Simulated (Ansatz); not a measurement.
The parent structure is MoS$_{2}$ in the 2H-MoS2 type structure (space group P6_3/mmc, No. 194; a = 3.173 Å, c = 12.437 Å; layered, stacked along the Cartesian z axis).

Levels (all Ansatz, a program for electronic structure, PAW): r2SCAN+rVV10 (500 eV, scalar-relativistic without spin-orbit coupling); HSE06 (420 eV, no spin-orbit coupling).

The geometry is relaxed with r2SCAN+rVV10.

* **r2SCAN+rVV10 lowest conduction level above the VBM at special points**: K 1.07 eV; H 1.07 eV; M 1.68 eV; Γ 2.24 eV

Question: Predict the lowest conduction level above the VBM at special points from HSE06.

Answer: The lowest conduction level above the VBM at special points changes from K 1.07 eV; H 1.07 eV; M 1.68 eV; Γ 2.24 eV to K 1.47 eV; H 1.47 eV; M 2.22 eV; Γ 2.83 eV.

Single points use the geometry relaxed with r2SCAN+rVV10. HSE06 gaps are upper bounds (no full band path). The levels and masses belong to the bands next to the band gap. Whether these cells are dynamically stable was not tested.
